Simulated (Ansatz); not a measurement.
Base system: GaN in the zinc blende structure (space group F-43m, No. 216; a = 4.455 Å).

Structures relaxed with Ansatz (a program for electronic structure), LDA, PAW, cutoff 420 eV, no spin-orbit coupling.

Base:

Simulated powder pattern, Cu Kα1, λ = 1.54056 Å (kinematic, ideal powder, no thermal factors, no anomalous dispersion; the 8 strongest lines at most, above 2 %, up to 2θ = 90°):

```
2θ (°)  I/Imax (%)    hkl
------  ----------  -----
34.85          100  (111)
40.46           33  (200)
58.55           41  (220)
69.98           36  (311)
73.58          7.7  (222)
87.51          6.1  (400)
```

After one change:

Simulated powder pattern, Cu Kα1, λ = 1.54056 Å (kinematic, ideal powder, no thermal factors, no anomalous dispersion; the 8 strongest lines at most, above 2 %, up to 2θ = 90°):

| 2θ (°) | I/Imax (%) |
|---|---|
| 34.67 | 100 |
| 40.25 | 33 |
| 58.23 | 41 |
| 69.58 | 36 |
| 73.16 | 7.7 |
| 86.96 | 6.1 |

Task: Which of these changes matches the shifts?
A) isotropic strain +0.50 %
B) isotropic strain +2.50 %
C) isotropic strain −1.00 %
D) isotropic strain −3.00 %

Result: A, isotropic strain +0.50 %. Its volume per atom is 11.22 Å³ against 11.06 Å³, and its space group is F-43m (No. 216).

No phonon test of stability was made. This is not the structure that GaN has at room temperature and ambient pressure.
